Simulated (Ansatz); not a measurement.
For L1₂ (Cu3Au-type) Ni₃Al, BLYP (PAW; Ansatz, a first-principles code) gives:

```
Quantity                        Value
---------------------  --------------
lattice constant a            3.614 Å
bulk modulus                  159 GPa
enthalpy of formation  -0.431 eV/atom
magnetic moment               0.26 μB
```

What does HSE06-D3(BJ) in Ansatz (PAW) give for the same quantities?


- lattice constant a: 3.488 Å (falls by 3.5 %)
- bulk modulus: 204 GPa (grows by 28 %)
- formation enthalpy: -0.511 eV/atom (moves by -0.080 eV/atom)
- magnetic moment: 0.54 μB (rises by 0.28 μB)

For comparison: lattice constant a 3.572 Å (measured, temperature not stated, no zero-point or thermal correction; as tabulated in Tensorial elastic properties and stability of interface states associated with …); bulk modulus 174 GPa (measured, temperature not stated, not corrected to a static lattice; as tabulated in Zarkevich et al. (2023), arXiv:2304.06869); formation enthalpy -0.420 ± 0.02 eV/atom (measured, 298 K, copied from a table, unchecked, no zero-point or thermal correction; as tabulated in Wang et al. (2021), doi:10.1038/s41598-021-94550-5).

Changes are worked out from the printed values.

Unless a cell is named, each level is at its own relaxed cell (BLYP 11.80, HSE06-D3(BJ) 10.61 Å³/atom).

Spin-polarised runs: BLYP (parallel moments), HSE06-D3(BJ) (parallel moments).

Ansatz's density-functional and Hartree–Fock values are scalar-relativistic unless marked +SOC, with PAW data made under PBE.
